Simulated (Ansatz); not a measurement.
Take PbSe in the rock salt structure (space group Fm-3m, No. 225; a = 6.1778 Å) as the base. Axes: x, y, z lie along the cube axes.

Method: Ansatz (a program for electronic structure) r2SCAN, no spin-orbit coupling.

A first run, uniaxial strain ε_xx = −1.19 %, gives secant values C11 ≈ 140 GPa and C12 ≈ 13 GPa from its stress. A second run applies isotropic strain −1.99 %.

Problem. What does linear elasticity predict for the bulk modulus −ΔP/(ΔV/V₀) in the second run, and what does the run give?

Solution. Linear elasticity: (C11 + 2 C12)/3 = 55 GPa. The run gives 60 GPa; any difference comes from nonlinear terms at these strains and numerical noise.

Whether these cells are dynamically stable was not tested.
